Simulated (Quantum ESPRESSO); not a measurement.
Input and output of a self-consistent single point for KPH₂SO₃ (P1, 8 atoms in the cell) (Quantum ESPRESSO).

Level of theory: PBEsol, GBRV 1.5 ultrasoft (PBESOL) pseudopotentials (plane waves; Quantum ESPRESSO 7.5).

The change in words: lattice scaled by 0.98. Reference geometry:
```
KPH2SO3
1.0
    3.29197    -3.18732     0.00000
    3.29197     3.18732     0.00000
   -1.89121     0.00000     5.71203
K H P S O
1 2 1 1 3
Direct
  0.83970   0.84401   0.60716
  0.21243   0.82193   0.18368
  0.82848   0.22295   0.19163
  0.35052   0.35195   0.10663
  0.37892   0.38431   0.80179
  0.10028   0.09320   0.10256
  0.27501   0.64422   0.27761
  0.64882   0.27160   0.27092
```

Reference input (self-consistent single point, DFT, PBEsol, plane waves, GBRV 1.5 ultrasoft (PBESOL) pseudopotentials): ecutwfc = 40 Ry; ecutrho = 200 Ry; occupations = smearing; smearing = fermi-dirac; degauss = 0.00147 Ry; K_POINTS = automatic 4 4 3 0 0 0; conv_thr = 1e-11 Ry; mixing_beta = 0.4. This run's input differs from it in these lines:

```diff
@@ -39,5 +39,5 @@
 CELL_PARAMETERS angstrom
-   3.2919700000    -3.1873200000     0.0000000000
-   3.2919700000     3.1873200000     0.0000000000
-  -1.8912070000     0.0000000000     5.7120280000
+   3.2261310000    -3.1235740000     0.0000000000
+   3.2261310000     3.1235740000     0.0000000000
+  -1.8533830000     0.0000000000     5.5977870000
```

The program printed (abridged):

```
     Self-consistent Calculation

     iteration #  1     ecut=    40.00 Ry     beta= 0.40

     total energy              =    -195.61416967 Ry
     estimated scf accuracy    <       0.79048844 Ry

     iteration #  2     ecut=    40.00 Ry     beta= 0.40

     total energy              =    -195.82704529 Ry
     estimated scf accuracy    <       0.05282132 Ry

     iteration #  3     ecut=    40.00 Ry     beta= 0.40

     total energy              =    -195.83846352 Ry
     estimated scf accuracy    <       0.01524106 Ry

   [... 9 blocks of this kind left out ...]

     iteration # 13     ecut=    40.00 Ry     beta= 0.40

     total energy              =    -195.84084532 Ry
     estimated scf accuracy    <          1.8E-11 Ry

     iteration # 14     ecut=    40.00 Ry     beta= 0.40
     End of self-consistent calculation

     the Fermi energy is     6.1137 ev

!    total energy              =    -195.84084532 Ry
     estimated scf accuracy    <          3.9E-12 Ry
     smearing contrib. (-TS)   =       0.00000000 Ry
     internal energy E=F+TS    =    -195.84084532 Ry

     convergence has been achieved in  14 iterations

     Forces acting on atoms (cartesian axes, Ry/au):

     atom    1 type  1   force =     0.00066564   -0.00003645    0.00207841
     atom    2 type  2   force =     0.00783322    0.02842544    0.01199828
     atom    3 type  2   force =     0.02044591   -0.05259598   -0.01806289
     atom    4 type  3   force =    -0.17412272   -0.01847963    0.06522575
     atom    5 type  4   force =     0.05114279    0.00274107   -0.10487923
   [... lines left out ...]

     Total force =     0.260086     Total SCF correction =     0.000006

          total   stress  (Ry/bohr**3)                   (kbar)     P=       42.32
  -0.00017366  -0.00006717  -0.00015874          -25.55       -9.88      -23.35
  -0.00006717   0.00054319   0.00005429           -9.88       79.91        7.99
  -0.00015874   0.00005429   0.00049361          -23.35        7.99       72.61

   JOB DONE.
```

The run converged in 14 iterations. Against the reference run the free energy goes up by 8.7 meV/atom, the pressure goes from -1.51 to 4.23 GPa, the largest force goes from 4.395 to 4.804 eV/Å and the gap on the mesh goes from 4.603 to 4.938 eV.

The starting cell comes from a database of computed structures (which also holds hypothetical and non-ambient phases and stackings), without a prior relaxation at this level. Its atoms were displaced at random from the sites of space group no. 8. For this run, on top of that: lattice scaled by 0.98. With a pressure of about 4 GPa the cell is away from its equilibrium volume at this level. Forces in this geometry exceed 1 eV/Å.

Cost on one core of a shared machine: roughly 90 s.
